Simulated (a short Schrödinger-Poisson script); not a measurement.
## MOS inversion layer, Si3N4 on p-type Si(111)

Stack: MOS inversion layer, Si3N4 on p-type Si(111), at 150 K.

```
layer  material  thickness (nm)  Na (cm⁻³)
-----  --------  --------------  ---------
1         Si3N4               3          -
2            Si             560     5.8e17
```

Constants are typed, rounded textbook-type inputs, not results; the design itself was drawn at random and stands for no fabricated device. Si3N4: permittivity 7.5, conduction-band edge (eV) 1.95, gap (eV) 5.1, electron mass (mₑ) 0.5. Si: permittivity 11.7, conduction-band edge (eV) 0, gap (eV) 1.124, Nv at 300 K (cm⁻³) 3.1e19.

Channel valleys (confinement mass, in-plane density-of-states mass, number): Δ6 0.258, 0.358, 6. At the gate the conduction-band edge of layer 1 lies 2.51 eV − eVg above the Fermi level of the channel; the field vanishes at the back. Gaps are held at their typed values at every temperature. Mesh 0.03 nm at interfaces.

Solved with a short Schrödinger-Poisson script written for these runs: 1D Poisson equation in equilibrium, electrons quantum, Hartree (BenDaniel-Duke, 12 states a valley, the channel's in-plane mass for all, wave functions ending at the dielectric), parabolic valleys, classical holes, full ionisation, no traps, pinning or gate leakage.

| Vg (V) | electrons (cm⁻²) | C (μF/cm²) | Δ6 E0 (meV) | Δ6 E1 (meV) |
|---|---|---|---|---|
| 0.7 | 1.25e6 | 0.198 | 207.4 | 313.8 |
| 0.75 | 3.57e7 | 0.195 | 164.1 | 272.3 |
| 0.8 | 1.02e9 | 0.201 | 120.7 | 230.7 |
| 0.85 | 2.53e10 | 0.397 | 79.2 | 190.9 |
| 0.9 | 2.13e11 | 1.02 | 51.6 | 165.1 |
| 0.95 | 5.73e11 | 1.32 | 38.6 | 154.1 |
| 1 | 1.00e12 | 1.44 | 31.1 | 148.6 |
| 1.05 | 1.46e12 | 1.51 | 26.0 | 145.5 |
| 1.1 | 1.94e12 | 1.55 | 22.1 | 143.6 |
| 1.15 | 2.42e12 | 1.58 | 18.9 | 142.3 |
| 1.2 | 2.92e12 | 1.60 | 16.2 | 141.6 |
| 1.25 | 3.42e12 | 1.62 | 13.8 | 141.1 |
| 1.3 | 3.93e12 | 1.63 | 11.7 | 140.8 |
| 1.35 | 4.44e12 | 1.65 | 9.8 | 140.8 |
| 1.4 | 4.96e12 | 1.66 | 8.1 | 140.8 |
| 1.45 | 5.48e12 | 1.67 | 6.5 | 141.0 |

Gate voltages with under 1e6 electrons/cm² are left out.

Subbands count from the Fermi level.
